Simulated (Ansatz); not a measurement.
The parent structure is BN in the wurtzite structure (space group P6_3mc, No. 186; a = 2.5545 Å, c = 4.2246 Å). Axes: x lies along a and z along c of the hexagonal cell.

Computed with PBE/PAW in Ansatz (a quantum-chemistry and plane-wave program), spin-orbit coupling left out.

For the base:

The band gap is 5.23 eV.

The change: the cell is stretched by 2.40 % along z with no lateral relaxation; the atoms relax in the strained cell.

Problem. Estimate the effect on the stress.

Solution. The stress (xx, yy, zz, yz, xz, xy; compression positive) comes out as (-1.25, -1.25, -21.95, 0.00, 0.00, 0.00) GPa.

Problem. What does the calculation give for the band gap after the change?

Solution. The band gap stays 5.23 eV.

Whether these cells are dynamically stable was not tested.
